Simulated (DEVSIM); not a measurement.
Device: Ru/SiO2/n-Ge capacitor, at 250 K.

| layer (left to right) | material | thickness (nm) | Nd (cm⁻³) |
|---|---|---|---|
| 1 | SiO2 | 1.30 | - |
| 2 | Ge | 1900 | 9.9e16 |

Metal gate on the left, work function 4.7 eV. Fixed charge at the semiconductor interface 0 cm⁻² (in units of +e); interface traps 2.4e11 cm⁻² eV⁻¹, uniform in energy, neutral level at 0.3 of the gap above the valence band.

The device is made up for the run: typed textbook-type constants, with dimensions and the other settings drawn at random. Values at 300 K; Nc and Nv go as T^1.5, mobilities as T to minus their exponent, the gap by Varshni's rule with the affinity fixed.

```csv
parameter,SiO2,Ge
gap (eV),9,0.664
affinity (eV),0.9,4
permittivity,3.9,16
Nc (cm⁻³),-,1.04e19
Nv (cm⁻³),-,6e18
Varshni α (eV/K),-,0.000477
Varshni β (K),-,235
```

Simulated with DEVSIM: 1D Poisson equation in equilibrium, Boltzmann statistics, complete ionisation; no quantum confinement or tunnelling. Metal contacts follow the ideal Schottky-Mott rule: no Fermi-level pinning, no interface dipoles.

**Question.** Tabulate band edges, carrier densities and field at 0.25 V on the gate.

**Answer.** Energies count from the Fermi level of the right contact; mesh points crowd at the junctions.

```json
[
 {"x (μm)": "0.000", "Ec (eV)": "3.550", "Ev (eV)": "-5.450", "n (cm⁻³)": "< 1e2", "p (cm⁻³)": "< 1e2", "field (V/cm)": "-320000"},
 {"x (μm)": "0.0005899", "Ec (eV)": "3.531", "Ev (eV)": "-5.469", "n (cm⁻³)": "< 1e2", "p (cm⁻³)": "< 1e2", "field (V/cm)": "-320000"},
 {"x (μm)": "0.001087", "Ec (eV)": "3.515", "Ev (eV)": "-5.485", "n (cm⁻³)": "< 1e2", "p (cm⁻³)": "< 1e2", "field (V/cm)": "-320000"},
 {"x (μm)": "0.002004", "Ec (eV)": "0.403", "Ev (eV)": "-0.280", "n (cm⁻³)": "6.1e10", "p (cm⁻³)": "1.0e13", "field (V/cm)": "-80000"},
 {"x (μm)": "0.004489", "Ec (eV)": "0.383", "Ev (eV)": "-0.300", "n (cm⁻³)": "1.5e11", "p (cm⁻³)": "4.1e12", "field (V/cm)": "-77000"},
 {"x (μm)": "0.008416", "Ec (eV)": "0.353", "Ev (eV)": "-0.329", "n (cm⁻³)": "5.9e11", "p (cm⁻³)": "1.0e12", "field (V/cm)": "-73000"},
 {"x (μm)": "0.01643", "Ec (eV)": "0.299", "Ev (eV)": "-0.384", "n (cm⁻³)": "7.6e12", "p (cm⁻³)": "8.2e10", "field (V/cm)": "-64000"},
 {"x (μm)": "0.03812", "Ec (eV)": "0.186", "Ev (eV)": "-0.497", "n (cm⁻³)": "1.4e15", "p (cm⁻³)": "4.4e8", "field (V/cm)": "-40000"},
 {"x (μm)": "0.07491", "Ec (eV)": "0.106", "Ev (eV)": "-0.577", "n (cm⁻³)": "5.7e16", "p (cm⁻³)": "1.1e7", "field (V/cm)": "-7800"},
 {"x (μm)": "0.1424", "Ec (eV)": "0.094", "Ev (eV)": "-0.588", "n (cm⁻³)": "9.9e16", "p (cm⁻³)": "6300000", "field (V/cm)": "-73"},
 {"x (μm)": "0.2708", "Ec (eV)": "0.094", "Ev (eV)": "-0.588", "n (cm⁻³)": "9.9e16", "p (cm⁻³)": "6300000", "field (V/cm)": "≈ 0"},
 {"x (μm)": "0.6530", "Ec (eV)": "0.094", "Ev (eV)": "-0.588", "n (cm⁻³)": "9.9e16", "p (cm⁻³)": "6300000", "field (V/cm)": "≈ 0"},
 {"x (μm)": "1.152", "Ec (eV)": "0.094", "Ev (eV)": "-0.588", "n (cm⁻³)": "9.9e16", "p (cm⁻³)": "6300000", "field (V/cm)": "≈ 0"},
 {"x (μm)": "1.508", "Ec (eV)": "0.094", "Ev (eV)": "-0.588", "n (cm⁻³)": "9.9e16", "p (cm⁻³)": "6300000", "field (V/cm)": "≈ 0"},
 {"x (μm)": "1.739", "Ec (eV)": "0.094", "Ev (eV)": "-0.588", "n (cm⁻³)": "9.9e16", "p (cm⁻³)": "6300000", "field (V/cm)": "≈ 0"},
 {"x (μm)": "1.817", "Ec (eV)": "0.094", "Ev (eV)": "-0.588", "n (cm⁻³)": "9.9e16", "p (cm⁻³)": "6300000", "field (V/cm)": "≈ 0"},
 {"x (μm)": "1.857", "Ec (eV)": "0.094", "Ev (eV)": "-0.588", "n (cm⁻³)": "9.9e16", "p (cm⁻³)": "6300000", "field (V/cm)": "≈ 0"},
 {"x (μm)": "1.879", "Ec (eV)": "0.094", "Ev (eV)": "-0.588", "n (cm⁻³)": "9.9e16", "p (cm⁻³)": "6300000", "field (V/cm)": "≈ 0"},
 {"x (μm)": "1.893", "Ec (eV)": "0.094", "Ev (eV)": "-0.588", "n (cm⁻³)": "9.9e16", "p (cm⁻³)": "6300000", "field (V/cm)": "≈ 0"},
 {"x (μm)": "1.897", "Ec (eV)": "0.094", "Ev (eV)": "-0.588", "n (cm⁻³)": "9.9e16", "p (cm⁻³)": "6300000", "field (V/cm)": "≈ 0"},
 {"x (μm)": "1.900", "Ec (eV)": "0.094", "Ev (eV)": "-0.588", "n (cm⁻³)": "9.9e16", "p (cm⁻³)": "6300000", "field (V/cm)": "≈ 0"},
 {"x (μm)": "1.901", "Ec (eV)": "0.094", "Ev (eV)": "-0.588", "n (cm⁻³)": "9.9e16", "p (cm⁻³)": "6300000", "field (V/cm)": "≈ 0"}
]
```
